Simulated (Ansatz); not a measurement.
Amorphous cells of N, O, Si: the gap between the highest filled and lowest empty level at the zone centre, by PBE and by a single point of HSE06 on the same geometry (PBE, scalar-relativistic without spin-orbit coupling (plane waves to 420 eV, PAW; Ansatz, a quantum-chemistry and plane-wave program); exact exchange cut at the cells' faces). The networks come from melt-quench runs on the CHGNet potential at compositions and starting densities chosen by hand, with anions pushed apart in the CHGNet dynamics, and DFT then relaxed them. The cells are small and were quenched far faster than real films, so single cells scatter. Defect or tail levels can set these gaps. The rows are the first to finish with both values and no moments.

```tsv
cell	PBE gap x (eV)	HSE06 gap y (eV)
A (Si54O48N40, 2.51 g/cm3)	2.50	3.91
B (Si30N38O3, 2.93 g/cm3)	2.68	4.06
C (Si24O45N2, 2.20 g/cm3)	2.96	4.42
D (Si24O36N8, 2.30 g/cm3)	3.30	withheld
E (Si27O24N20, 2.71 g/cm3)	3.32	4.74
F (Si24O36N8, 2.49 g/cm3)	4.56	6.13
```

**Question.** Fit a straight line through the 5 full rows and predict the withheld value for D (Si24O36N8, 2.30 g/cm3).

**Answer.** Means: x = 3.204, y = 4.652. Slope = Σ(Δx Δy) / Σ(Δx²) = 2.904 / 2.682 = 1.08; the r.m.s. residual is 0.027. Prediction: 4.652 + 1.08 × (3.30 − 3.204) = 4.76. The run gave 4.75, 0.01 below the line.
